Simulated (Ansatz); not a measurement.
For WGe (model structure, started from the WC type, P-6m2, No. 187, 2 atoms in the cell), PBEsol (Ansatz, a first-principles code, PAW) gives:

- lattice parameter a: 3.172 Å
- c axis length: 3.583 Å
- enthalpy of formation: 0.149 eV/atom

**Question.** What does r²SCAN in Ansatz (plane waves, PAW) give for the same quantities?

**Answer.** 
- lattice constant a: 3.210 Å (increases by 1.2 %)
- lattice parameter c: 3.553 Å (decreases by 0.8 %)
- formation enthalpy: 0.253 eV/atom (rises by 0.104 eV/atom)

Changes are worked out from the printed values.

Unless a cell is named, each level is at its own relaxed cell (PBEsol 15.61, r²SCAN 15.85 Å³/atom).

Levels without +SOC leave out spin–orbit coupling, which shifts energies and cells of such heavy elements.

Ansatz's density-functional and Hartree–Fock values are scalar-relativistic unless marked +SOC, with PAW data made under PBE.

A model structure was made by putting elements into a prototype or built by hand; it is no filed structure, need not be a known phase, and can be a saddle point held by its symmetry.
